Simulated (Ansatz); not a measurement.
Given:

```xyz
2
Lattice="4.3420 0.0000 0.0000 0.0000 4.3420 0.0000 2.1710 2.1710 3.0703" Properties=species:S:1:pos:R:3 pbc="T T T"
Cd     0.0000     0.0000     0.0000
Se     2.1710     4.3420     1.5351
```

The cell is taken as given; by LDA it stands under a pressure of -3.3 GPa.

Transport runs along the normal of the first two printed cell vectors, the (001) plane of the conventional cell.

The gap is the functional's own. No spin-orbit coupling. Mid-gap values are those at the computed energy nearest the middle.

**Question.** Give the band gap and the smallest decay constant κ at mid-gap that Ansatz (a program for electronic structure) with LDA yields.

**Answer.** Gap 0.27 eV on a 10×10×10 mesh; κ = 0.023 1/Å, at the zone centre.
